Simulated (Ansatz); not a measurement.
A computed series for CdS: response to strain

Base system: CdS in the wurtzite structure (space group P6_3mc, No. 186; a = 4.124 Å, c = 6.708 Å). Axes: x lies along a and z along c of the hexagonal cell.

Strains are applied to the cell and any free atomic positions relax.

Method: DFT with PBEsol, PAW potentials and a 420 eV plane-wave cutoff in Ansatz (a program for electronic structure), no spin-orbit coupling.

Notes on the quantities. energy relative to the base: free energy F.

| change | band gap | shortest interatomic distance | energy relative to the base |
|---|---|---|---|
| base | 1.09 eV | 2.521 Å | 0 meV/atom |
| tensor shear ε_xz = +2.00 % | 1.04 eV | 2.519 Å | +1.9 meV/atom |
| tensor shear ε_xz = +1.33 % | 1.06 eV | 2.520 Å | +0.8 meV/atom |
| tensor shear ε_xz = +0.33 % | 1.09 eV | 2.521 Å | +0.1 meV/atom |
| tensor shear ε_xz = +1.67 % | 1.05 eV | 2.519 Å | +1.3 meV/atom |
| tensor shear ε_xz = +1.00 % | 1.07 eV | 2.520 Å | +0.5 meV/atom |
| tensor shear ε_xz = +0.67 % | 1.08 eV | 2.520 Å | +0.2 meV/atom |

Semilocal Kohn–Sham gaps tend to fall short of experiment. Whether these cells are dynamically stable was not tested.
